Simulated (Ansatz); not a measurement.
Take Cu in the fcc (Cu type) structure (space group Fm-3m, No. 225; a = 3.630 Å; relaxed with 0.1 eV smearing) as the base. Axes: x, y, z lie along the cube axes.

The values are results of PBE, PAW, 420 eV (Ansatz, a first-principles code; spin-orbit coupling left out), not measurements.

Modification: the cell is scaled by 0.9800 in all directions; the atoms relax in the strained cell.

Question: Predict the stress tensor and what it implies for the stiffness.

Answer: Stress of the strained cell less that of the base (GPa, compression positive):
```
    9.9     0.0     0.0
    0.0     9.9     0.0
    0.0     0.0     9.9
```

Then B = −ΔP/(ΔV/V₀) with ΔV/V₀ = -0.0588 gives secant stiffness values (nonlinear terms included at this strain): B ≈ 169 GPa.

As a check, the harmonic strain energy −½ V₀ Δσ:ε is 22 meV/atom; the computed energy rise is 21 meV/atom.

No phonon test of stability was made. All final runs are without spin polarisation.
